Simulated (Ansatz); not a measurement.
LaGaO3 (Imma, No. 74, 10 atoms in the cell; start mp-556983; a measured phase of this formula has another space group), treated with HSE06 (plane waves, PAW; Ansatz, a quantum-chemistry and plane-wave program).

Settings: plane-wave cutoff 460 eV, 6×6×6 k mesh, Fermi–Dirac smearing 0.01 eV, scalar-relativistic PAW data made under PBE.

Cell (relaxed with PBEsol):

```cif
data_Ga2La2O6
_chemical_formula_sum 'La2 Ga2 O6'
_space_group_name_H-M_alt 'P 1'
_space_group_IT_number 1
_cell_length_a 5.48372
_cell_length_b 5.48372
_cell_length_c 5.48372
_cell_angle_alpha 120.211
_cell_angle_beta 90.312
_cell_angle_gamma 119.431
loop_
_space_group_symop_operation_xyz
  'x, y, z'
loop_
_atom_site_label
_atom_site_type_symbol
_atom_site_fract_x
_atom_site_fract_y
_atom_site_fract_z
_atom_site_occupancy
La1 La 0.75706 0.00706 0.75000 1
La2 La 0.24294 0.99294 0.25000 1
Ga1 Ga 0.00000 0.50000 0.50000 1
Ga2 Ga 0.50000 0.50000 0.00000 1
O1 O 0.20719 0.00000 0.70719 1
O2 O 0.79281 0.00000 0.29281 1
O3 O 0.79281 0.50000 0.79281 1
O4 O 0.20719 0.50000 0.20719 1
O5 O 0.67224 0.42224 0.25000 1
O6 O 0.32776 0.57776 0.75000 1
```

Q: What does this level give for the band gap and smallest direct gap on the k points sampled?

A: 
- band gap: 5.25 eV (on the SCF k mesh)
- smallest direct gap on the k points sampled: 5.38 eV

Note: cell and atoms aren't relaxed at this level (largest force component 0.06 eV/Å, pressure 1.1 GPa).

Spin–orbit coupling is not included.

Static lattice: no zero-point or thermal effects.

A start named mp-… is a Materials Project structure, which need not be a measured phase.
